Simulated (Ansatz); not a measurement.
A15 Nb₃Sn (cubic form, which distorts at low temperature)

Computed with PBEsol-D3(BJ) (Ansatz, a first-principles code, PAW).

Run with plane-wave cutoff 520 eV, 10×10×10 k mesh, Fermi–Dirac smearing 0.05 eV, no spin polarisation, scalar-relativistic PAW data made under PBE.

Cell (relaxed at this level):

Nb$_{3}$Sn is modelled in the cubic space group Pm-3n (No. 223), the A15 (Cr3Si type) structure, Pearson symbol cP8. Lattice parameters: a = b = c = 5.1966 Å, α = β = γ = 90.00°. Nb on 6c sees 2 Nb at 2.598 Å and 8 Nb at 3.182 Å and 4 Sn at 2.905 Å. Sn on 2a is surrounded by 12 Nb at 2.905 Å. (Neighbours: up to the widest gap in distance over summed covalent radii, below 1.35, at either atom.)

For A15 Nb₃Sn (cubic form, which distorts at low temperature), the bulk modulus comes out as 190 GPa, the band gap is none and the pressure derivative B′ of the bulk modulus is 4.2.

Measured, for comparison: bulk modulus 165 GPa (4 K, zero-point motion not removed; as tabulated in Lu and Klein (1997), arXiv:cond-mat/9704251). Computed (rounded) less measured: bulk modulus +15 %.

Note: symmetry holds this phase in the static calculation, where it need not be a minimum.

Spin–orbit coupling is not included.
